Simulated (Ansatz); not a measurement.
**bcc V (1 1 1) on wurtzite CdS (0 0 1) (film strained to the substrate, started from cuts of the bulks and a machine-learned relaxation; slabs Cd4S4 and V12, which can lie off the formulas)**

A periodic stack without vacuum, bcc V (1 1 1) on wurtzite CdS (0 0 1) (film strained to the substrate, started from cuts of the bulks and a machine-learned relaxation; slabs Cd4S4 and V12, which can lie off the formulas): substrate slab Cd4S4, film V12, surface cells [[0, 1], [-1, 0]] and [[1, -1], [1, 0]], film strained by -1.0 and -1.0 %, outermost planes S/Cd and V/V as cut, which need not be the usual terminations and can put a slab off its formula.

The start was prepared with a machine-learned potential, and the result is one local minimum, with the in-plane cell held and forces under 0.04 eV/Å; the film can end far from its bulk form.

Method: PBE (plane waves to 420 eV, PAW; Ansatz, an electronic-structure program). Scalar-relativistic, without spin–orbit coupling; the runs are not spin-polarised; PBE gaps are too small against experiment. Its k-point mesh 9×9×1, Fermi–Dirac width 0.05 eV.

The interface area is 15.3 Å² and the period is 23.56 Å. The heights between the nearest atoms of the two slabs at the two interfaces comes out as 1.42 and 0.37 Å, the Cd–V contacts across the interfaces within 1.22 times the sum of covalent radii comes out as 11, mean 3.08 Å and the S–V contacts across the interfaces within 1.22 times the sum of covalent radii is 8, mean 2.52 Å.

```xyz
20
Lattice="4.1966 0.0006 0.0737 2.0973 3.6326 0.1905 -0.4089 1.4059 23.6369" Properties=species:S:1:pos:R:3 pbc="T T T"
Cd     1.7324     1.9864     1.6622
Cd     3.7858     3.0077     5.1696
S      1.7020     1.8333     4.2554
S      3.8523     3.2874    -0.0747
Cd     1.6350     1.6474     8.4759
Cd     3.6375     2.7340    12.2154
S      1.5584     1.5668    11.0827
S      3.7449     2.8935     7.7644
V      5.6966     3.8563    14.4844
V      1.5163     1.4635    13.5478
V      1.4690     1.3655    16.0212
V      3.5838     2.6166    15.1314
V      3.5358     2.5088    17.8152
V      5.6500     3.7552    17.0253
V      5.6026     3.6469    19.6786
V      1.4231     1.2617    18.6061
V      1.3808     1.1579    21.1083
V      3.4896     2.3984    20.4758
V      3.4503     2.2883    23.0881
V      5.5613     3.5337    22.3984
```
